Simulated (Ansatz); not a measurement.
The parent structure is Ge (space group I4/mmm, No. 139; a = 6.949 Å, c = 4.011 Å; a hypothetical phase, not in the database extracts checked; relaxed with 0.1 eV smearing). Axes: x, y, z lie along a, b, c of the conventional cell.

Modification: biaxial strain −4.77 %, plane normal [001], relaxed out of plane (Cartesian); in-plane vectors clamped, the third vector and the atoms free.

Levels (all Ansatz, a program for electronic structure, PAW): PBEsol (420 eV, spin-orbit coupling left out); r2SCAN (500 eV, no spin-orbit coupling).

The geometry is relaxed with PBEsol.

PBEsol pressure: 3.5 GPa

Question: How does going to r2SCAN change the pressure?

Answer: The pressure goes up by 0.19 GPa, from 3.5 GPa to 3.6 GPa.

A biaxial case was relaxed in a doubled cell and then solved in the primitive one. Single points use the geometry relaxed with PBEsol. Their cutoffs differ, which shifts pressures a little. No phonon test of stability was made.
